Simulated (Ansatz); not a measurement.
Consider this model of amorphous Zr₂₀O₄₅Nb₂.

```xyz
67
Lattice="9.5325 0.0000 0.0000 0.0000 9.5325 0.0000 0.0000 0.0000 9.5325" Properties=species:S:1:pos:R:3 pbc="T T T"
Zr     5.4875     7.1842     2.0393
Zr     8.5320     7.3936     3.4347
Zr     2.4138     5.8151     2.8779
Zr     6.5084     9.3988     5.4903
Zr     4.6627     6.3316     5.3694
Zr     1.6562     2.4721     1.8860
Zr     2.4708     3.2281     5.4560
Zr     3.8645     0.1478     7.2940
Zr     7.7712     5.8660     6.9205
Zr     9.4551     1.5646     4.5298
Zr     6.1887     3.3221     4.2497
Zr     7.5151     8.6461     8.8033
Zr     3.8502     0.7940     3.4410
Zr     7.4350     1.1375     2.1016
Zr     7.6453     4.9395     0.7022
Zr     6.8768     2.1651     7.8875
Zr     0.8971     0.9411     7.8291
Zr     1.7456     8.3775     0.7878
Zr     1.4312     4.6091     8.8981
Zr     1.5294     6.9259     6.3544
O      5.8757     0.1686     7.5266
O      0.0829     4.6677     0.8435
O      5.9799     1.1455     3.5230
O      3.8384     2.2446     1.8965
O      2.6284     6.9748     4.5868
O      2.6532     4.2862     1.2918
O      0.7585     7.1992     2.4335
O      4.4224     0.0580     5.3134
O      2.8211     1.8099     6.9474
O      7.3930     6.0243     2.4581
O      0.0391     8.9252     9.3073
O      5.3825     7.8330     9.4574
O      7.3129     8.5688     1.9068
O      5.5245     5.9851     7.3451
O      4.2175     2.8595     4.5392
O      8.3438     9.3907     4.3302
O      7.4980     7.8976     6.8619
O      1.2781     2.5086     9.2792
O      2.6153     9.4761     8.8414
O      4.5031     5.6472     3.3516
O      2.9207     5.0491     6.1414
O      1.9175     1.5599     4.0569
O      6.5261     4.9617     5.3648
O      9.1793     6.6328     5.1950
O      3.5902     4.5847     8.6891
O      1.6075     4.0517     3.6033
O      7.1671     1.0524     0.1423
O      0.5245     2.4964     6.1920
O      3.7461     7.5766     6.9363
O      0.2708     5.3779     7.3489
O      6.3765     3.2903     1.6924
O      1.3051     8.9336     6.5185
O      2.1933     0.3651     1.9233
O      9.4079     1.5426     2.2471
O      8.4006     0.8248     7.4584
O      8.0802     2.8058     3.8267
O      5.0118     2.4448     8.8330
O      2.1023     6.6741     8.5388
O      6.5672     2.0799     5.8890
O      7.8239     6.5612     9.0301
O      7.5035     4.0317     8.2789
O      4.4642     8.6827     2.6224
O      5.4312     5.3991     0.6164
O      3.2626     6.8787     1.2105
O      6.1226     7.5931     4.5055
Nb     4.2001     6.4686     8.6657
Nb     4.5664     3.5630     0.6844
```

Calculation: PBE, scalar-relativistic without spin-orbit coupling (plane waves to 420 eV, PAW; Ansatz, a quantum-chemistry and plane-wave program).

The cell was made by melting and quenching with the CHGNet potential and then relaxed with DFT. O atoms were pushed apart under 1.9 Å during the dynamics, to hinder bonds among them. The hot cell started wider than the set density and was brought back towards it in steps. It is the lowest in DFT energy of 2 quenches. It is a model cell: composition and starting density were chosen by hand, and all elements were melted together. No dispersion term was used. Its density started from a set value of 5.23 and ended at 5.23 g/cm³. The simulated quench (nominally 300 K/ps over its main leg) is rapid and tends to freeze in more defects than a deposited or slowly cooled glass has. A cell of this size samples the disorder only roughly. The volume was held where the preparation left it, at a PBE pressure of -1.7 GPa (tension). Stress components on the final sampling reach 1.9 GPa. Cycles of charging lowered its energy after that relaxation.

Cut-offs for bonds: Zr-Zr 3.41 Å, Zr-O 2.76 Å, Zr-Nb 3.27 Å, O-O 1.58 Å, O-Nb 2.53 Å, Nb-Nb 3.12 Å. Two cations that share two anions don't count as bonded, nor two that share one unless they lie closer than Zr-Zr 3.32 Å, Zr-Nb 3.18 Å, Nb-Nb 3.04 Å.

Problem. Give the coordination numbers, mean bond lengths and angles.

Solution. 
```yaml
Mean coordination of Zr by anions: 6.50 (2 with 5, 8 with 6, 8 with 7, 2 with 8)
Mean coordination of O: 3.18 (4 with 2, 29 with 3, 12 with 4)
Mean coordination of Nb by anions: 6.50 (1 with 6, 1 with 7)
Mean Zr-O bond: 2.184 Å (spread 0.153 Å, 130 counted)
Mean O-Nb bond: 2.055 Å (spread 0.123 Å, 13 counted)
Bond angle at Zr: mean 101.7°, spread 29.9°
Bond angle at O: mean 113.5°, spread 17.9°
Bond angle at Nb: mean 102.1°, spread 28.3°
```

Problem. List the pairs of like atoms that count as bonded by the rules above.

Solution. There are none by these rules.
